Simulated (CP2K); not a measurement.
A self-consistent single point of Pt (Fm-3m, 1 atom in the cell) with CP2K.

Computed with PBE, GPW, DZVP-MOLOPT-SR-GTH basis, GTH-PBE potentials (GTH_POTENTIALS) (CP2K).

The change in words: lattice scaled by 0.98. Reference geometry:
```yaml
crystal:
  lattice:
    - [2.77186, 0.00000, 0.00000]
    - [1.38593, 2.40050, 0.00000]
    - [1.38593, 0.80017, 2.26321]
  atoms:
    - { symbol: Pt, position: [0.00000, 0.00000, 0.00000] }
```

Reference input (self-consistent single point, DFT PBE, GPW, DZVP-MOLOPT-SR-GTH basis, GTH-PBE potentials (GTH_POTENTIALS)): CUTOFF = 500 Ry; REL_CUTOFF = 40 Ry; SMEAR/METHOD = GAUSSIAN; SIGMA = 0.136 eV; KPOINTS/SCHEME = MONKHORST-PACK 12 12 12; GAMMA_CENTERED = T; XC_FUNCTIONAL = PBE; Pt/BASIS_SET = DZVP-MOLOPT-SR-GTH; Pt/POTENTIAL = GTH-PBE-q18; METHOD = GPW; EPS_DEFAULT = 1e-11; NGRIDS = 5. This run's input differs from it in these lines:

```diff
@@ -64,5 +64,5 @@
     &CELL
-      A 2.77185900 0.00000000 0.00000000
-      B 1.38592900 2.40050000 0.00000000
-      C 1.38592900 0.80016700 2.26321300
+      A 2.71642100 0.00000000 0.00000000
+      B 1.35821100 2.35249000 0.00000000
+      C 1.35821100 0.78416300 2.21794900
       PERIODIC XYZ
```

Log, with long lists cut:

```
 SCF WAVEFUNCTION OPTIMIZATION

  Step     Update method      Time    Convergence         Total energy    Change
     1 NoMix/Diag. 0.30E+00      -     0.21285416      -120.5826934116 -1.21E+02
     2 Broy./Diag. 0.30E+00      -     0.03976215      -121.1956659599 -6.13E-01
     3 Broy./Diag. 0.30E+00      -     0.08321948      -120.6331902139  5.62E-01
     4 Broy./Diag. 0.30E+00      -     0.00369391      -120.1687268434  4.64E-01
     5 Broy./Diag. 0.30E+00      -     0.00170372      -120.1919188921 -2.32E-02
     6 Broy./Diag. 0.30E+00      -     0.00028737      -120.1870955580  4.82E-03
   [... 2 lines left out ...]
     9 Broy./Diag. 0.30E+00      -     0.00002561      -120.1860428983 -1.40E-04
    10 Broy./Diag. 0.30E+00      -     0.00000779      -120.1858822101  1.61E-04
    11 Broy./Diag. 0.30E+00      -     0.00000212      -120.1858974718 -1.53E-05
    12 Broy./Diag. 0.30E+00      -     0.00000046      -120.1858883404  9.13E-06
  *** SCF run converged in    12 steps ***

  Overlap energy of the core charge distribution:               0.00000000014706
  Self energy of the core charge distribution:               -182.79742506947306
  Core Hamiltonian energy:                                     40.77686401444726
  Hartree energy:                                              33.60869837999820
  Exchange-correlation energy:                                -11.77341848941153
  Smearing free energy correction:                             -0.00060717606287
  Fermi energy:                                                 0.64971031157501

  Total energy:                                              -120.18588834042413
  Total energy (extrapolated to sigma->0):                   -120.18558475239269

   [... lines left out ...]

 STRESS| Analytical stress tensor [bar]
 STRESS|                        x                   y                   z
 STRESS|      x        3.34250064097E+05  -1.37851116398E+01  -9.74754972302E+00
 STRESS|      y       -1.37851116398E+01   3.34265165739E+05  -5.32919733473E+00
 STRESS|      z       -9.74754972302E+00  -5.32919733473E+00   3.34268897458E+05
 STRESS| 1/3 Trace                                             3.34261375764E+05
```

The run converged in 12 iterations. Against the reference run the free energy goes up by 120 meV/atom and the pressure goes from 11.22 to 33.43 GPa.

The starting cell has typed, rounded lattice constants, without a prior relaxation at this level. For this run, on top of that: lattice scaled by 0.98. Spin polarisation is off. Values carry the incompleteness of an atom-centred basis. With a pressure of about 33 GPa the cell is away from its equilibrium volume at this level.

Cost on one core of a shared machine: roughly 2 min.
